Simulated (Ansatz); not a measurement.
Pair distribution function (Mo-Si) of MoSi2 (C11b type), cell Si36Mo18, begun in the crystal structure, held near 7 GPa [in the run: it stayed crystalline; mean temperature 309 K (target 300 K); density 6.36 g/cm³; 2×2×2 k-points, which a denser mesh shifts by 0.1 GPa in pressure and 0.05 eV/Å in forces], from MD at 309 K. Computed with PBE (plane waves, PAW; Ansatz, an electronic-structure program). Volume per atom 13.24 Å³, mean pressure 7.0 GPa. 

```
r (Å) | g(r)
     1.66 |  0.00
     1.70 |  0.00
     1.74 |  0.00
     1.78 |  0.00
     1.82 |  0.00
     1.86 |  0.00
     1.90 |  0.00
     1.94 |  0.00
     1.98 |  0.00
     2.02 |  0.00
     2.06 |  0.00
     2.10 |  0.00
     2.14 |  0.00
     2.18 |  0.00
     2.22 |  0.00
     2.26 |  0.00
     2.30 |  0.00
     2.34 |  0.00
     2.38 |  0.01
     2.42 |  0.16
     2.46 | ## 1.04
     2.50 | ######### 4.28
     2.54 | ##################### 9.95
     2.58 | ############################## 14.5
     2.62 | ############################ 13.7
     2.66 | ################### 9.13
     2.70 | ######## 4.08
     2.74 | ### 1.23
     2.78 | # 0.26
     2.82 |  0.05
     2.86 |  0.00
     2.90 |  0.00
     2.94 |  0.00
     2.98 |  0.00
     3.02 |  0.00
     3.06 |  0.00
     3.10 |  0.00
     3.14 |  0.00
     3.18 |  0.00
     3.22 |  0.00
     3.26 |  0.00
     3.30 |  0.00
     3.34 |  0.00
     3.38 |  0.00
     3.42 |  0.00
     3.46 |  0.00
     3.50 |  0.00
     3.54 |  0.00
     3.58 |  0.00
     3.62 |  0.00
     3.66 |  0.00
     3.70 |  0.00
     3.74 |  0.00
     3.78 |  0.00
     3.82 |  0.00
     3.86 |  0.00
```

Task: Read off where the first shell ends and the number of neighbours in it.

Result: g is nil from 2.9 to 3.9 Å, so any cut there serves; 10.0 Si round each Mo and 5.0 Mo round each Si in the shell, from n = 4πρ∫r²g(r)dr.
